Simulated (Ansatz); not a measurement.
# The (0001) surface of hcp Ti (in the relaxation 1 Ti–Ti bonds formed), one row in 4 of the top plane missing (bottom of the slab: a bare face, its two planes held)

All values below come from PBE (plane waves to 420 eV, PAW; Ansatz, a quantum-chemistry and plane-wave program).

Slab: 23 atoms, 11.6 Å thick at the start; k 15x4x1, smearing 0.1 eV, dipole-corrected; 8 atoms held, the rest relaxed; held to the part of the start's symmetry that mesh and held atoms allow; no spin, no spin-orbit, no U. It is one candidate, not shown to be the stable structure of the face.

```
Property                                                       Result
-----------------------------  --------------------------------------
work function of the top face                                 3.80 eV
energy released by relaxation                                 0.30 eV
cost                           about 50 core-minutes (a rough figure)
```
